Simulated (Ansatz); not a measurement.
SnTe under a change: isotropic strain +5.85 %

Take SnTe in the rock salt structure (space group Fm-3m, No. 225; a = 6.370 Å) as the base.

Modification: every lattice vector is stretched by 5.85 %; the atoms relax in the strained cell.

All numbers come from plane-wave PAW DFT at the r2SCAN level (Ansatz, a quantum-chemistry and plane-wave program, 500 eV), scalar-relativistic without spin-orbit coupling. Γ-centred 9×9×9 mesh, Fermi–Dirac width 0.05 eV.

```json
[
 {"quantity": "volume per atom", "base": "32.31 Å³", "changed": "38.32 Å³", "shift": "+6.01 Å³"},
 {"quantity": "space group", "base": "Fm-3m (No. 225)", "changed": "Fm-3m (No. 225)", "shift": "–"},
 {"quantity": "energy relative to the base (free energy F)", "base": "0 meV/atom", "changed": "+113 meV/atom", "shift": "+113 meV/atom"},
 {"quantity": "pressure", "base": "0.00 GPa", "changed": "-5.18 GPa", "shift": "-5.18 GPa"},
 {"quantity": "band gap", "base": "0.13 eV", "changed": "0.57 eV", "shift": "+0.433 eV"},
 {"quantity": "gap character", "base": "direct at L", "changed": "direct at L", "shift": "–"},
 {"quantity": "width of the top valence band", "base": "3.96 eV", "changed": "2.80 eV", "shift": "-1.16 eV"},
 {"quantity": "electron mass", "base": "0.065 mₑ along k, 0.14 mₑ across (at L)", "changed": "0.21 mₑ along k, 0.13 mₑ across (at L)", "shift": "–"},
 {"quantity": "hole mass", "base": "–", "changed": "0.27 mₑ along k, 0.064 mₑ across (at L)", "shift": "–"},
 {"quantity": "valley order (the lowest conduction-band minima on the path, energy above the VBM, named in the base's zone)", "base": "L along ⟨111⟩ 0.13 eV; a point along ⟨110⟩, about 0.6 Å⁻¹ from Γ 0.63 eV; a point along ⟨100⟩, about 0.3 Å⁻¹ from Γ 1.00 eV", "changed": "L along ⟨111⟩ 0.57 eV; a point along ⟨110⟩, about 0.6 Å⁻¹ from Γ 0.95 eV; a point along ⟨100⟩, about 0.3 Å⁻¹ from Γ 1.28 eV", "shift": "–"}
]
```

Final structure:

```yaml
crystal:
  lattice:
    - [0.00000, 3.37143, 3.37143]
    - [3.37143, 0.00000, 3.37143]
    - [3.37143, 3.37143, 0.00000]
  atoms:
    - { symbol: Te, position: [0.00000, 0.00000, 0.00000] }
    - { symbol: Sn, position: [0.50000, 0.50000, 0.50000] }
```

Spin-orbit coupling, missing from the scalar runs, can matter with Te. Effective masses come from finite differences of ±0.01 Å⁻¹. Along k means along the line from Γ to the band edge. Whether these cells are dynamically stable was not tested. The zero or small gap of SnTe can change with the level of theory.
